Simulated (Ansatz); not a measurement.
Start from SiC (space group P6_3mc, No. 186; a = 3.078 Å, c = 10.077 Å).

Calculations: r2SCAN in Ansatz (plane waves to 500 eV, PAW, spin-orbit coupling left out), earlier PAW set.

Before the change:

* **Volume per atom**: 10.33 Å³
* **Valley order**: M (1/2, 0, 0) 2.60 eV; H (1/3, 1/3, 1/2) 3.67 eV

One thing is altered: cell and atoms relaxed at a pressure of 9 GPa.

Q: How does this affect the volume per atom and valley order?

A: The volume per atom drops by 0.37 Å³ to 9.96 Å³; the valley order (the lowest conduction-band minima on the path, energy above the VBM, named in the base's zone) changes from M (1/2, 0, 0) 2.60 eV; H (1/3, 1/3, 1/2) 3.67 eV to M (1/2, 0, 0) 2.61 eV; H (1/3, 1/3, 1/2) 3.69 eV.

The levels and masses belong to the bands next to the band gap. Load acts through the strain it causes; cell and atoms are relaxed under it. No phonon test of stability was made. No other phases were tried under pressure.

Ansatz is a quantum-chemistry and plane-wave program.
